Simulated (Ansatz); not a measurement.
A constructed model of the (111) surface of fcc Ag, (√3x√3)R30° layer of O, one a cell, on the site that continues the host's stacking (bottom of the slab: a bare face, its two planes held)

The numbers are results of PBE (plane waves to 420 eV, PAW; Ansatz, a quantum-chemistry and plane-wave program), not measurements.

Slab: 19 atoms, 13.4 Å thick at the start with caps and adatoms (thin: gaps and levels are the slab's own); k 9x9x1, smearing 0.1 eV, dipole-corrected; 6 atoms held, the rest relaxed; symmetry of the start imposed; no spin, no spin-orbit, no U. It is one candidate, not shown to be the stable structure of the face.

| Quantity | Value |
|---|---|
| work function of the top face | 6.20 eV |
| energy released by relaxation | 0.16 eV |
| cost | about 5 core-minutes (a rough figure) |
